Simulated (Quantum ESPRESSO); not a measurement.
A self-consistent single point of Sn (Fd-3m, 2 atoms in the cell) with Quantum ESPRESSO.

Method: LDA (PZ), GBRV 1.5 ultrasoft (LDA) pseudopotentials (plane waves; Quantum ESPRESSO).

```xyz
2
Lattice="0.0000 3.2445 3.2445 3.2445 0.0000 3.2445 3.2445 3.2445 0.0000" Properties=species:S:1:pos:R:3 pbc="T T T"
Sn     0.0000     0.0000     0.0000
Sn     1.6222     1.6222     1.6222
```

Reference input (self-consistent single point, DFT, PBE, plane waves, GBRV 1.5 ultrasoft (PBE) pseudopotentials): ecutwfc = 40 Ry; ecutrho = 200 Ry; occupations = smearing; smearing = fermi-dirac; degauss = 0.0036749 Ry; potentials = {Sn: sn_pbe_v1.4.uspp.F.UPF}; K_POINTS = automatic 9 9 9 0 0 0; conv_thr = 1e-11 Ry. This run's input differs from it in these lines:

```diff
@@ -22,3 +22,3 @@
 ATOMIC_SPECIES
-Sn   118.7100  sn_pbe_v1.4.uspp.F.UPF
+Sn   118.7100  sn_lda_v1.4.uspp.F.UPF
 ATOMIC_POSITIONS {angstrom}
```

Log, with long lists cut:

```
     Self-consistent Calculation

     iteration #  1     ecut=    40.00 Ry     beta= 0.70

     total energy              =    -317.02168112 Ry
     estimated scf accuracy    <       2.19920024 Ry

     iteration #  2     ecut=    40.00 Ry     beta= 0.70

     total energy              =    -317.76189020 Ry
     estimated scf accuracy    <       0.22678058 Ry

     iteration #  3     ecut=    40.00 Ry     beta= 0.70

     total energy              =    -317.77896863 Ry
     estimated scf accuracy    <       0.00776761 Ry

   [... 9 blocks of this kind left out ...]

     iteration # 13     ecut=    40.00 Ry     beta= 0.70

     total energy              =    -317.78374593 Ry
     estimated scf accuracy    <          2.2E-11 Ry

     iteration # 14     ecut=    40.00 Ry     beta= 0.70
     End of self-consistent calculation

     the Fermi energy is     7.4439 ev

!    total energy              =    -317.78374593 Ry
     estimated scf accuracy    <          5.5E-12 Ry
     smearing contrib. (-TS)   =      -0.00019484 Ry
     internal energy E=F+TS    =    -317.78355110 Ry

     convergence has been achieved in  14 iterations

     Forces acting on atoms (cartesian axes, Ry/au):

     atom    1 type  1   force =     0.00000000    0.00000000    0.00000000
     atom    2 type  1   force =     0.00000000    0.00000000    0.00000000

     Total force =     0.000000     Total SCF correction =     0.000000

          total   stress  (Ry/bohr**3)                   (kbar)     P=       -4.34
  -0.00002952  -0.00000000  -0.00000000           -4.34       -0.00       -0.00
  -0.00000000  -0.00002952  -0.00000000           -0.00       -4.34       -0.00
  -0.00000000  -0.00000000  -0.00002952           -0.00       -0.00       -4.34

   JOB DONE.
```

The run converged in 14 iterations. Against the reference run the pressure goes from 3.12 to -0.43 GPa.

The starting cell has typed, rounded lattice constants, without a prior relaxation at this level.

Cost on one core of a shared machine: roughly 40 s.
